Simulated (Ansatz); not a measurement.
Results of r²SCAN+SOC in Ansatz (plane waves, PAW) for MoTe2 (within 0.1 Å of P6₃/mmc, No. 194, 12 atoms in the cell; start mp-1030319).

The input as run:

Ansatz 0.2 input:
```yaml
crystal:
  lattice:
    - [3.496507121, 0.0, 0.0]
    - [-1.7482535605, 3.0280639913, 0.0]
    - [0.0, 0.0, 27.4011003237]
  atoms:
    - { symbol: Te, position: [0.3333333333, 0.6666666667, 0.8087242642] }
    - { symbol: Te, position: [0.6666666667, 0.3333333333, 0.1912757358] }
    - { symbol: Te, position: [0.3333333333, 0.6666666667, 0.3086384798] }
    - { symbol: Te, position: [0.6666666667, 0.3333333333, 0.6913615202] }
    - { symbol: Te, position: [0.6666666667, 0.3333333333, 0.558739815] }
    - { symbol: Te, position: [0.3333333333, 0.6666666667, 0.441260185] }
    - { symbol: Te, position: [0.6666666667, 0.3333333333, 0.0586412739] }
    - { symbol: Te, position: [0.3333333333, 0.6666666667, 0.9413587261] }
    - { symbol: Mo, position: [0.3333333333, 0.6666666667, 0.6250511304] }
    - { symbol: Mo, position: [0.6666666667, 0.3333333333, 0.3749488696] }
    - { symbol: Mo, position: [0.3333333333, 0.6666666667, 0.1249579866] }
    - { symbol: Mo, position: [0.6666666667, 0.3333333333, 0.8750420134] }
basis:
  ecutwfc: 560
  ecutrho_ratio: 4
  xc_grid: 3
kpoints:
  mp_grid: { grid: [12, 12, 1] }
  band_path: { path: [[0, 0, 0], [0.194444, 0.194444, 0]], npoints: 1 }
hamiltonian:
  xc: r2scan
  dispersion: none
  pseudopotentials: { kind: paw }
scf:
  occupations: { method: fermi_dirac, width: 0.01 }
  convergence: { dr2_threshold: 0.0000000012 }
output:
  forces: true
  stress: true
  eigenvalues: true
  write_bands: true
magnetization:
  noncollinear: true
  spin_orbit: true
```

### Question
How many irreducible k-points, plane waves at Γ does the program set up, and what pressure does the run end with?

### Answer
19 irreducible k-points, 8781 plane waves at Γ; P = 3.15 GPa, so the cell is compressed on average and its volume would grow at this level.

Output (set-up and result lines):

```
Crystal: 12 atoms, lattice volume = 290.113 Å³
Basis set: ecut = 560 eV, 8781 PW (Γ), exchange–correlation on 81×81×648 points (27 copies of the dense FFT grid, shifted against one another)
Bands: 222, of which v1, the nominal top of the filled ones, is band 184 counted from 1 (183 counted from 0)
Symmetry: 12 space group operations + 12 with time reversal
k-points: 19 of 144
Initial density: superposition of atomic densities (chi_scale 0.1, normalization cell, long waves kept (reshape's long-wave potential 0.01 eV rms))
Functional: x = r2scan, c = r2scan; τ floored in thin density (d = 2e-4 eV/Å³)
spin=Noncollinear: Resta preconditioning applied to the charge; magnetization (m_x, m_y, m_z) channels mix plain (no charge-response kernel on spin).
SCF 1 converged in 14 iterations: F = -75718.140361 eV  dr2 = 3.53e-11
SCF converged after 14 iterations
Free energy (F): -75718.140361 eV
Internal energy: -75718.140361 eV  (E = F + TS)
E sigma→0 (E₀):  -75718.140361 eV
Fermi energy:    13.390870 eV
--- Forces (eV/Å), atoms counted from 1 ---
  atom   1  Te     0.00000000     0.00000000     0.26791007
  atom   2  Te    -0.00000000    -0.00000000    -0.26791007
  atom   3  Te     0.00000000     0.00000000     0.26508463
  atom   4  Te    -0.00000000    -0.00000000    -0.26508463
  atom   5  Te     0.00000000    -0.00000000     0.26298349
  atom   6  Te    -0.00000000     0.00000000    -0.26298349
  atom   7  Te     0.00000000    -0.00000000     0.26924627
  atom   8  Te    -0.00000000     0.00000000    -0.26924627
  atom   9  Mo     0.00000000     0.00000000    -0.00088740
  atom  10  Mo     0.00000000    -0.00000000     0.00088740
  atom  11  Mo     0.00000000     0.00000000     0.00073331
  atom  12  Mo     0.00000000    -0.00000000    -0.00073331
--- Stress (GPa, compression-positive) ---
        3.605084       0.000000      -0.000000
        0.000000       3.605084      -0.000000
       -0.000000       0.000000       2.248293
  P = ⅓ Tr σ = 3.1528 GPa (31.528 kbar)
```

The PAW data were made under PBE.

Note: cell and atoms aren't relaxed at this level (largest force component 0.27 eV/Å, pressure 3.2 GPa). Note: the cell has widely spaced layers and the level no dispersion term, so their spacing and the moduli can rest on weak binding.

Cost on a shared machine: around 15 core-minutes (rough).

A start named mp-… is a Materials Project structure, which need not be a measured phase.

Ansatz is a program for electronic structure.
